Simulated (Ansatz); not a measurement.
# cubic BaHfO3 (0 0 1) on 3C silicon carbide (0 0 1) (film strained to the substrate, started from cuts of the bulks and a machine-learned relaxation; metallic at this level, with no gap by band count; slabs C10Si12 and Ba3O7Hf2, which can lie off the formulas)

A periodic stack without vacuum, cubic BaHfO3 (0 0 1) on 3C silicon carbide (0 0 1) (film strained to the substrate, started from cuts of the bulks and a machine-learned relaxation; metallic at this level, with no gap by band count; slabs C10Si12 and Ba3O7Hf2, which can lie off the formulas): substrate slab C10Si12, film Ba3O7Hf2, surface cells [[0, -1], [2, 1]] and [[0, 1], [-1, 0]], film strained by +4.1 and +4.1 %, outermost planes Si/Si and BaO/BaO as cut, which need not be the usual terminations and can put a slab off its formula.

The start was prepared with a machine-learned potential, and the result is one local minimum, with the in-plane cell held and forces under 0.04 eV/Å; the film can end far from its bulk form.

Calculation: PBE (plane waves to 420 eV, PAW; Ansatz, an electronic-structure program). Spin–orbit coupling is left out; PBE gaps are too small against experiment. Its k-point mesh 5×5×1, Fermi–Dirac width 0.05 eV.

- interface area = 19.2 Å²
- period = 25.58 Å
- heights between the nearest atoms of the two slabs at the two interfaces = 2.83 and 1.50 Å
- Ba–Si contacts across the interfaces within 1.22 times the sum of covalent radii = 8, mean 3.60 Å
- O–Si contacts across the interfaces within 1.22 times the sum of covalent radii = 1, mean 1.64 Å
- spin-polarised check at this geometry = keeps a moment, energy -0.02 eV
- slope of the mean potential energy in the substrate = +2.9 MV/cm × e

```yaml
crystal:
  lattice:
    - [4.37875, -0.00031, -0.10516]
    - [-0.00029, 4.37993, -0.02511]
    - [-0.40981, 0.04201, 25.59451]
  atoms:
    - { symbol: C, position: [0.66902, 0.21379, 0.10048] }
    - { symbol: C, position: [0.16924, 0.71453, 0.10114] }
    - { symbol: C, position: [0.70928, 0.21787, 0.27178] }
    - { symbol: C, position: [0.20906, 0.71781, 0.27183] }
    - { symbol: C, position: [0.18899, 0.21571, 0.18576] }
    - { symbol: C, position: [0.68871, 0.71593, 0.18675] }
    - { symbol: C, position: [0.75052, 0.22205, 0.44256] }
    - { symbol: C, position: [0.24887, 0.72166, 0.44273] }
    - { symbol: C, position: [0.22963, 0.21986, 0.35723] }
    - { symbol: C, position: [0.72924, 0.71999, 0.35747] }
    - { symbol: Si, position: [0.92488, 0.96233, 0.14369] }
    - { symbol: Si, position: [0.43167, 0.46823, 0.14358] }
    - { symbol: Si, position: [0.34650, 0.02247, 0.06054] }
    - { symbol: Si, position: [0.95659, 0.42088, 0.06088] }
    - { symbol: Si, position: [0.96893, 0.96866, 0.31477] }
    - { symbol: Si, position: [0.46976, 0.46930, 0.31475] }
    - { symbol: Si, position: [0.44791, 0.96779, 0.22923] }
    - { symbol: Si, position: [0.94988, 0.46628, 0.22918] }
    - { symbol: Si, position: [0.00337, 0.96697, 0.48677] }
    - { symbol: Si, position: [0.52077, 0.48320, 0.48634] }
    - { symbol: Si, position: [0.48911, 0.97163, 0.40026] }
    - { symbol: Si, position: [0.99026, 0.47065, 0.40013] }
    - { symbol: Ba, position: [0.51503, 0.99628, 0.59746] }
    - { symbol: O, position: [0.22343, 0.49851, 0.62485] }
    - { symbol: Ba, position: [0.72675, 0.00270, 0.77365] }
    - { symbol: Hf, position: [0.19572, 0.50142, 0.69929] }
    - { symbol: O, position: [0.72545, 0.50056, 0.71109] }
    - { symbol: O, position: [0.22203, 0.99979, 0.70877] }
    - { symbol: O, position: [0.24546, 0.50216, 0.79029] }
    - { symbol: Ba, position: [0.78697, 0.00487, 0.95009] }
    - { symbol: Hf, position: [0.26421, 0.50474, 0.86360] }
    - { symbol: O, position: [0.75526, 0.50525, 0.87426] }
    - { symbol: O, position: [0.26343, 0.00504, 0.87832] }
    - { symbol: O, position: [0.83985, 0.51688, 0.00171] }
```
